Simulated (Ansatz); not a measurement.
The reference is Mo in the bcc (W type) structure (space group Im-3m, No. 229; a = 3.130 Å). Axes: x, y, z lie along the cube axes.

All numbers come from PBEsol (Ansatz, a first-principles code), no spin-orbit coupling, earlier PAW set.

Free-standing slabs (1 atom(s) a layer) normal to [110] with 15 Å of vacuum; in-plane cell held at bulk.

One change was made to it. Results:

| quantity | base | after |
|---|---|---|
| shortest interatomic distance | 2.710 Å | 2.537 Å |
| band gap | zero | zero |

**Question.** What was done to the base?
A. 2 layers
B. 1 layer
C. 3 layers

**Answer.** A, 2 layers. For comparison, the shortest interatomic distance in the other runs: 3 layers gives 2.643 Å; 1 layer gives 2.710 Å.

Stability against distortions was not tested. The final runs are not spin-polarised.
